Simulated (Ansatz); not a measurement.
## A computed series for GaS: response to strain

Consider GaS in the beta-GaS type structure (space group P6_3/mmc, No. 194; a = 3.534 Å, c = 15.041 Å; layered, stacked along the Cartesian z axis). Axes: x lies along a and z along c of the hexagonal cell.

Strains are applied to the cell and any free atomic positions relax; under biaxial strain the out-of-plane vector relaxes too; under stress the whole cell relaxes.

Computed with PBEsol-D3(BJ) (Ansatz, a first-principles code; PAW; 420 eV plane waves; scalar-relativistic without spin-orbit coupling), earlier PAW set.

Candidates:
(a) isotropic strain −2.72 %
(b) biaxial strain −2.89 %, plane normal [001], relaxed out of plane
(c) isotropic strain −5.24 %
(d) isotropic strain −0.65 %
(e) uniaxial stress, 5 GPa compression along x

Before the change:

| Quantity | Value |
|---|---|
| Band gap | 1.29 eV |

Question: Order them by band gap, lowest first.

Answer: (c) isotropic strain −5.24 % (0.49 eV), (a) isotropic strain −2.72 % (0.94 eV), (d) isotropic strain −0.65 % (1.26 eV), (e) uniaxial stress, 5 GPa compression along x (1.28 eV), (b) biaxial strain −2.89 %, plane normal [001], relaxed out of plane (1.38 eV)

Stability under load was not tested beyond the relaxation.
